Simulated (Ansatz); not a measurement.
MgS, response to strain

The parent structure is MgS in the rock salt structure (space group Fm-3m, No. 225).

```
MgS
1.0
    0.00000     2.61484     2.61484
    2.61484     0.00000     2.61484
    2.61484     2.61484     0.00000
Mg S
1 1
Cartesian
  0.00000   0.00000   0.00000
  2.61484   2.61484   2.61484
```

Strains are applied to the cell and any free atomic positions relax.

The values are results of PBE, PAW, 420 eV (Ansatz, an electronic-structure program; without spin-orbit coupling), not measurements.

```csv
isotropic strain (%),pressure (GPa)
-3,8.1
-2.5,6.6
-2,5.1
-1.5,3.7
-1,2.4
0,0.0
2,-3.9
2.5,?
3,-5.5
```

Problem. Fit P = P₀ − Bδ + Cδ² with δ = (1 + ε)³ − 1 to the rows shown and predict the withheld row.

Solution. Least squares on the printed values gives P₀ = 0.0 GPa, B = 76.2 GPa, C = 188 GPa (largest residual 0.1 GPa); this predicts -4.8 GPa, and the run gives -4.7 GPa, in agreement.

No phonon test of stability was made.
